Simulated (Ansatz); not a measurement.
Relaxation of the outer planes of the (221) surface of fcc Ni, ferromagnetic in its 1x1 cell, outermost plane spacing 0.59 Å in the ideal cut.

Level of theory: PBE (plane waves to 420 eV, PAW; Ansatz, an electronic-structure program).

Slab: 18 atoms, 10.0 Å thick at the start (thin: gaps and levels are the slab's own); k 15x5x1, smearing 0.1 eV, dipole-corrected; all atoms relaxed; start symmetry kept, larger cells not searched; spin-polarised, no spin-orbit, no U.

| plane | atoms | bulk spacing to the next (Å) | relaxed spacing (Å) | change (%) | rumpling (Å) |
|---|---|---|---|---|---|
| 1 | Ni | 0.587 | [?] | [?] | 0.00 |
| 2 | Ni | 0.587 | 0.558 | -4.9 | 0.00 |

Problem. What belongs in the gaps?

Solution. 
- 1, relaxed spacing (Å): 0.513
- 1, change (%): -12.5
